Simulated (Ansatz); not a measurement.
Cubic perovskite CsSnI3 (cubic high-temperature phase) was calculated with PBE (Ansatz, a quantum-chemistry and plane-wave program, PAW).

Settings: plane-wave cutoff 500 eV, 6×6×6 k mesh, gaussian smearing 0.02 eV, scalar-relativistic PAW data made under PBE.

Cell (relaxed at this level):

```cif
data_CsI3Sn
_chemical_formula_sum 'Cs1 Sn1 I3'
_space_group_name_H-M_alt 'P 1'
_space_group_IT_number 1
_cell_length_a 6.28369
_cell_length_b 6.28369
_cell_length_c 6.28369
_cell_angle_alpha 90.000
_cell_angle_beta 90.000
_cell_angle_gamma 90.000
loop_
_space_group_symop_operation_xyz
  'x, y, z'
loop_
_atom_site_label
_atom_site_type_symbol
_atom_site_fract_x
_atom_site_fract_y
_atom_site_fract_z
_atom_site_occupancy
Cs1 Cs 0.00000 0.00000 0.00000 1
Sn1 Sn 0.50000 0.50000 0.50000 1
I1 I 0.50000 0.00000 0.50000 1
I2 I 0.00000 0.50000 0.50000 1
I3 I 0.50000 0.50000 0.00000 1
```

**Question.** Give the computed band gap.

**Answer.** 
- band gap = 0.48 eV (on the SCF k mesh)

Note: the relaxation could not lower the start's symmetry, so the cell can be a saddle point above a distorted one.

Spin–orbit coupling is not included; with these elements it can move the gap by several tenths of an eV or more.

The computed numbers hold no vibrational or temperature effects.

It cost roughly 60 core-seconds of CPU time.
